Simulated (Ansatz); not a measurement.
# LiTaO3 (model structure, P4mm, No. 99, 5 atoms in the cell)

The numbers are results of dielectric-dependent PBEsol hybrid (plane waves, PAW; Ansatz, a quantum-chemistry and plane-wave program), not measurements.

Settings: plane-wave cutoff 460 eV, 6×6×6 k mesh, Fermi–Dirac smearing 0.01 eV, scalar-relativistic PAW data made under PBE.

Cell (relaxed with PBEsol):

```xyz
5
Lattice="3.9196 0.0000 0.0000 0.0000 3.9196 0.0000 0.0000 0.0000 4.0030" Properties=species:S:1:pos:R:3 pbc="T T T"
Ta     1.9598     1.9598     1.6382
Li     0.0000     0.0000     0.6041
O      1.9598     1.9598     3.4678
O      1.9598     0.0000     1.3601
O      0.0000     1.9598     1.3601
```

```yaml
band_gap: 4.17 eV (on the SCF k mesh)
smallest_direct_gap_on_the_k_points_sampled: 5.16 eV
```

Note: the relaxation could raise the start's symmetry but not lower it, so the cell can be a saddle point; cell and atoms aren't relaxed at this level (pressure -3.7 GPa).

Spin–orbit coupling is not included.

The computed numbers hold no vibrational or temperature effects.

A model structure was made by putting elements into a prototype or built by hand; it is no filed structure, need not be a known phase, and can be a saddle point held by its symmetry.
